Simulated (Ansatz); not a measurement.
A computed series for BP: response to strain

The parent structure is BP in the zinc blende structure (space group F-43m, No. 216; a = 4.5202 Å). Axes: x, y, z lie along the cube axes.

Strains are applied to the cell and any free atomic positions relax; under biaxial strain the out-of-plane vector relaxes too; under stress the whole cell relaxes.

Levels (all Ansatz, a program for electronic structure, PAW): PBEsol (420 eV, no spin-orbit coupling); r2SCAN (500 eV, without spin-orbit coupling); HSE06 (420 eV, scalar-relativistic without spin-orbit coupling).

Band gaps by level, all at the geometries relaxed with PBEsol:

| case | PBEsol | r2SCAN | HSE06 |
|---|---|---|---|
| base | 1.11 eV | 1.40 eV | 1.94 eV |
| biaxial strain −0.91 %, plane normal [001], relaxed out of plane | 0.99 eV | 1.27 eV | 1.82 eV |
| biaxial strain +1.79 %, plane normal [001], relaxed out of plane | 0.77 eV | 1.03 eV | 1.58 eV |
| uniaxial strain ε_zz = −5.10 % | 0.25 eV | 0.49 eV | 1.04 eV |
| uniaxial strain ε_zz = −1.63 % | 0.84 eV | 1.11 eV | 1.66 eV |
| uniaxial stress, 2 GPa tension along z | 1.08 eV | 1.36 eV | 1.91 eV |

Single points use the geometry relaxed with PBEsol. HSE06 gaps are upper bounds (no full band path). Beyond what the load breaks, stability against distortions was not tested. A zero or small gap of BP under uniaxial strain ε_zz = −5.10 % can be the functional's error rather than a property of the material.
